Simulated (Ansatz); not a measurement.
Output of an Ansatz run (abridged):

```
WARN ansatz: RAYON_NUM_THREADS=1 ignored (pool sized by the plan → 1); use --threads N
Pseudopotentials: kind: paw
Pseudopotential: F, paw, valence charge 7
Pseudopotential: Hg, paw, valence charge 20
Pseudopotential: K, paw, valence charge 9
Crystal: 10 atoms, lattice volume = 423.557 Å³
Basis set: ecut = 420 eV, 8333 PW (Γ)
Bands: 60, of which v1, the nominal top of the filled ones, is band 50 counted from 1 (49 counted from 0)
Symmetry: 2 space group operations
Space group: Pm (ITA 6), of the structure as read, at distance tolerance 7.5e-5 Å
k-points: 9 of 25 (time reversal used)
PAW frozen core: F, regenerated for the run's functional, and the local potential with it
PAW frozen core: Hg, regenerated for the run's functional, and the local potential with it
PAW frozen core: K, regenerated for the run's functional, and the local potential with it
Initial density: superposition of atomic densities (neutral atoms: chi_scale 0, normalization atom), corrected by the library's trained network
Initial wavefunctions: pseudopotential atomic-orbital guess
Eigensolver: davidson
Functional: x = slater, c = lda
SCF iter   1: F=—  HF=-34801.002808 eV  |F-HF|=—  |Δ(HF+E_count)|=         —  Δρ=1.20e-2  dr2=5.43e-1  ethr=1.77e-3  ⟨swp⟩=7.2  Hψ=2236  notcnv=0  defer=15
all-band conjugate gradients solve this SCF's bands
preconditioner: auto → LDOS
SCF iter   2: F=—  HF=-34801.158062 eV  |F-HF|=—  |Δ(HF+E_count)|=   1.55e-1  Δρ=1.93e-2  dr2=9.98e-1  ethr=5.43e-4  ⟨swp⟩=3.1  Hψ=1098  notcnv=0  defer=31
preconditioner: auto → Resta (q_TF=auto, 2.145 Å⁻¹)
SCF iter   3: F=—  HF=-34800.912645 eV  |F-HF|=—  |Δ(HF+E_count)|=   2.45e-1  Δρ=6.90e-3  dr2=1.24e-1  ethr=5.43e-4  ⟨swp⟩=2.2  Hψ=934  notcnv=0  defer=31
SCF iter   4: F=—  HF=-34800.878759 eV  |F-HF|=—  |Δ(HF+E_count)|=   3.39e-2  Δρ=9.22e-4  dr2=2.95e-3  ethr=1.24e-4  ⟨swp⟩=2.0  Hψ=1002  notcnv=0  defer=34
SCF iter   5: F=—  HF=-34800.878696 eV  |F-HF|=—  |Δ(HF+E_count)|=   6.24e-5  Δρ=4.27e-4  dr2=1.39e-3  ethr=2.95e-6  ⟨swp⟩=2.0  Hψ=889  notcnv=0  defer=34
SCF iter   6: F=—  HF=-34800.878457 eV  |F-HF|=—  |Δ(HF+E_count)|=   2.40e-4  Δρ=1.81e-4  dr2=2.67e-4  ethr=1.39e-6  ⟨swp⟩=2.0  Hψ=694  notcnv=0  defer=34
SCF iter   7: F=—  HF=-34800.878427 eV  |F-HF|=—  |Δ(HF+E_count)|=   2.96e-5  Δρ=9.26e-5  dr2=2.55e-5  ethr=2.67e-7  ⟨swp⟩=2.1  Hψ=670  notcnv=0  defer=34
SCF iter   8: F=—  HF=-34800.878470 eV  |F-HF|=—  |Δ(HF+E_count)|=   4.33e-5  Δρ=1.93e-5  dr2=1.19e-6  ethr=2.55e-8  ⟨swp⟩=2.0  Hψ=874  notcnv=0  defer=34
SCF iter   9: F=—  HF=-34800.878471 eV  |F-HF|=—  |Δ(HF+E_count)|=   4.82e-7  Δρ=4.84e-6  dr2=2.49e-7  ethr=1.19e-9  ⟨swp⟩=2.0  Hψ=773  notcnv=0  defer=34
SCF iter  10: F=-34800.878471 eV  HF=-34800.878471 eV  |F-HF|=1.69e-8  |Δ(HF+E_count)|=   1.92e-8  Δρ=1.92e-6  dr2=2.50e-8  ethr=1.00e-10  ⟨swp⟩=14.9  Hψ=2566  notcnv=0
SCF 1 converged in 10 iterations: F = -34800.878471 eV  dr2 = 2.50e-8
SCF converged after 10 iterations
Free energy (F): -34800.878471 eV
Harris-Foulkes:  -34800.878471 eV  (|F-HF|=1.69e-8)
Internal energy: -34800.875619 eV  (E = F + TS)
E sigma→0 (E₀):  -34800.877045 eV
Entropy (-TS):   -0.002852 eV (-0.285 meV/atom)
Fermi energy:    -1.059018 eV
--- Per-component energies (eV) ---
  E_band       = -2008.447798
  E_kinetic    = 2931.090428
  E_local      = -63946.859529  (includes V_loc(G=0)·N_el)
  E_nonlocal   = 653.835992
  E_hartree    = 30575.474927
  E_xc         = -1162.846868
  E_vxc        = -1445.193427  (∫ρ·V_xc dr)
  E_paw        = -21918.695926  (= ΣΔE_a)
  E_vpaw       = -1352.268145  (= ΣTr[D̂ρ^β])
  E_aug_tail   = 0.013776  (compensation charges beyond the density's cutoff)
  E_ewald      = 18064.764885
  E_core_change = 2.346696  (= ΣΔE_core)
  E_smearing   = -0.002852  (= −TS)
  E_closure    = 0.000000  (closes the sum)
  Σ components = -34800.878471   (vs F -34800.878471, Δ=0.00e0)
--- Forces (eV/Å), atoms counted from 1 ---
  atom   1  F      0.00000000     0.00242689     0.17518078
  atom   2  F      0.00000000    -0.00008448     0.00657352
  atom   3  F      0.00000000    -0.00143568     0.16983570
  atom   4  F      0.00000000     0.00037454     0.01972315
  atom   5  F      0.00000000    -0.00186280     0.04911284
  atom   6  F      0.00000000    -0.00027472     0.01863803
  atom   7  Hg     0.00000000     0.00098715     0.09165694
  atom   8  Hg     0.00000000     0.00061329     0.29058081
  atom   9  K      0.00000000    -0.00027523    -0.03784252
  atom  10  K      0.00000000    -0.00037149    -0.78377468
  max |Σ_I F_I| component: 3.15e-4 eV/Å
--- Stress (GPa, compression-positive) ---
       -2.416638       0.000000       0.000000
        0.000000      -2.463516      -0.004891
        0.000000      -0.004891      -1.360805
  P = ⅓ Tr σ = -2.0803 GPa (-20.803 kbar)
  The stress holds the Pulay correction. Without it, at fixed plane waves, as pw.x and ABINIT print it: P = -2.3357 GPa
--- Band table (eV; the first three rows and the last of 9) ---
  k-point 0: bands = ["-114.2638", "-113.5007", "-62.6569", "-62.6024", "-62.6006", "-61.8832", "-61.8824", "-61.8689", "-30.1034", "-29.2713", "-22.4497", "-22.3668", "-22.2393", "-22.2042", "-22.1467", "-21.4203", "-13.8044", "-13.7103", [...]
  k-point 1: bands = ["-114.2638", "-113.5007", "-62.6569", "-62.6024", "-62.6007", "-61.8832", "-61.8825", "-61.8689", "-30.1025", "-29.2701", "-22.4210", "-22.3380", "-22.2345", "-22.2028", "-22.1443", "-21.4217", "-13.8040", "-13.7208", [...]
  k-point 2: bands = ["-114.2638", "-113.5007", "-62.6569", "-62.6024", "-62.6008", "-61.8832", "-61.8826", "-61.8689", "-30.1010", "-29.2683", "-22.3775", "-22.2949", "-22.2216", "-22.1994", "-22.1382", "-21.4241", "-13.8031", "-13.7377", [...]
  k-point 8: bands = ["-114.2638", "-113.5007", "-62.6569", "-62.6026", "-62.6008", "-61.8834", "-61.8826", "-61.8689", "-30.0987", "-29.2657", "-22.2779", "-22.2406", "-22.2206", "-22.1634", "-22.1402", "-21.4228", "-13.8028", "-13.7518", [...]
```

The structure:

```xyz
10
Lattice="4.5108 0.0000 0.0000 0.0000 4.5190 0.0000 0.0000 0.0000 20.7785" Properties=species:S:1:pos:R:3 pbc="T T T"
F      0.0000     0.4632     7.0000
F      0.0000     2.7270     9.2595
F      2.2554     2.7227     7.0000
F      0.0000     0.4719    11.5190
F      0.0000     2.7357    13.7785
F      2.2554     2.7314    11.5190
Hg     0.0000     2.7227     7.0000
Hg     0.0000     2.7314    11.5190
K      2.2554     0.4675     9.2595
K      2.2554     0.4762    13.7785
```

Q: Reconstruct the input of this run.

A: Other spellings and defaults could give the same log, and not every line can be read from it. The input that was run (DFT, LDA (PW92), plane waves, default PAW files made with PBE):

Ansatz 0.2 input:
```yaml
crystal:
  lattice:
    - [4.510817, 0.000000, 0.000000]
    - [0.000000, 4.519001, 0.000000]
    - [0.000000, 0.000000, 20.778514]
  atoms:
    - { symbol: F, position: [0.000000, 0.102505, 0.336886] }
    - { symbol: F, position: [0.000000, 0.603461, 0.445629] }
    - { symbol: F, position: [0.500000, 0.602505, 0.336886] }
    - { symbol: F, position: [0.000000, 0.104418, 0.554371] }
    - { symbol: F, position: [0.000000, 0.605374, 0.663114] }
    - { symbol: F, position: [0.500000, 0.604418, 0.554371] }
    - { symbol: Hg, position: [0.000000, 0.602505, 0.336886] }
    - { symbol: Hg, position: [0.000000, 0.604418, 0.554371] }
    - { symbol: K, position: [0.500000, 0.103461, 0.445629] }
    - { symbol: K, position: [0.500000, 0.105374, 0.663114] }
basis:
  ecutwfc: 420.0
kpoints:
  mp_grid: { grid: [5, 5, 1] }
hamiltonian:
  xc: lda
  pseudopotentials: { kind: paw }
scf:
  occupations: { method: fermi_dirac, width: 0.05 }
output:
  forces: true
  eigenvalues: true
  stress: true
```

The starting cell comes from a database of computed structures (which also holds hypothetical and non-ambient phases and stackings), without a prior relaxation at this level. The slab is cut from that crystal, and its faces are unrelaxed. Its lattice was rescaled by up to half a per cent. Spin-orbit coupling is off. Spin polarisation is off, though cut faces can carry moments; a gap of a slab can lie between surface states. The two faces of this cut differ, and no dipole correction was used. Another mesh or the band path of this cell gives a smaller gap, so this value is not converged in the mesh.

Ansatz is an electronic-structure program.
